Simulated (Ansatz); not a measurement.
# Pressure series in CuI

Base system: CuI in the zinc blende structure (space group F-43m, No. 216; a = 6.023 Å).

Cell and atoms are relaxed at each pressure.

Level of theory: r2SCAN (Ansatz, a program for electronic structure; PAW; 500 eV plane waves; no SOC).

Notes on the quantities. enthalpy: H = E + PV relative to the base's energy.

| case | enthalpy | shortest interatomic distance | gap character |
|---|---|---|---|
| base | – | 2.608 Å | direct at Γ |
| pressure −2 GPa | -0.35 eV/atom | 2.653 Å | direct at Γ |
| pressure −1 GPa | -0.17 eV/atom | 2.629 Å | direct at Γ |
| pressure 3 GPa | +0.50 eV/atom | 2.558 Å | direct at Γ |
| pressure 7 GPa | +1.12 eV/atom | 2.507 Å | direct at Γ |
| pressure 15 GPa | +2.28 eV/atom | 2.437 Å | direct at Γ |
| pressure 30 GPa | +4.25 eV/atom | 2.352 Å | indirect, Γ → X |
| pressure 50 GPa | +6.63 eV/atom | 2.278 Å | indirect, Γ → X |
| pressure 75 GPa | +9.34 eV/atom | 2.214 Å | indirect, Γ → X |
| pressure 100 GPa | +11.87 eV/atom | 2.166 Å | indirect, Γ → Γ–X (88 % along) |

Spin-orbit coupling, missing from the scalar runs, can matter with I. Load acts through the strain it causes; cell and atoms are relaxed under it. Whether these cells are dynamically stable was not tested. Tetrahedral semiconductors of this kind turn to denser phases somewhere between about 1 and 50 GPa; those were not computed, so compressed cells here can lie past the real transition. All final runs are without spin polarisation.
